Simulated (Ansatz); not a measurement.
The starting structures come from a database of crystals and need not be the phases stable at ambient conditions.

Tunnelling through a barrier is set by its complex band structure: the current falls as exp(−2κd) with the smallest κ.

```yaml
crystal:
  lattice:
    - [4.63637, 0.00000, 0.24860]
    - [0.00000, 7.77687, 0.00000]
    - [0.46153, 0.00000, 6.19664]
  atoms:
    - { symbol: Ag, position: [0.88735, 0.46827, 0.30060] }
    - { symbol: Ag, position: [0.11265, 0.96827, 0.69940] }
    - { symbol: Ag, position: [0.99475, 0.09306, 0.28799] }
    - { symbol: Ag, position: [0.00525, 0.59306, 0.71201] }
    - { symbol: H, position: [0.27707, 0.73065, 0.04293] }
    - { symbol: H, position: [0.72293, 0.23065, 0.95707] }
    - { symbol: H, position: [0.40890, 0.53662, 0.00281] }
    - { symbol: H, position: [0.59110, 0.03662, 0.99719] }
    - { symbol: I, position: [0.66145, 0.80067, 0.48533] }
    - { symbol: I, position: [0.33855, 0.30067, 0.51467] }
    - { symbol: O, position: [0.22342, 0.60634, 0.02561] }
    - { symbol: O, position: [0.77658, 0.10634, 0.97439] }
    - { symbol: F, position: [0.32160, 0.92709, 0.03226] }
    - { symbol: F, position: [0.67840, 0.42709, 0.96774] }
```

Space group of this cell: P2_1. The cell was relaxed by PBE-D3(BJ).

Transport runs along the normal of the first two printed cell vectors.

The gap is the functional's own. No spin-orbit coupling. Mid-gap values are interpolated on the energy grid.

Question: Predict the band gap and the smallest decay constant κ at mid-gap from r2SCAN run with Ansatz (a quantum-chemistry and plane-wave program).

Answer: Gap 1.46 eV on a 8×4×6 mesh; κ = 0.230 1/Å, at the zone centre.
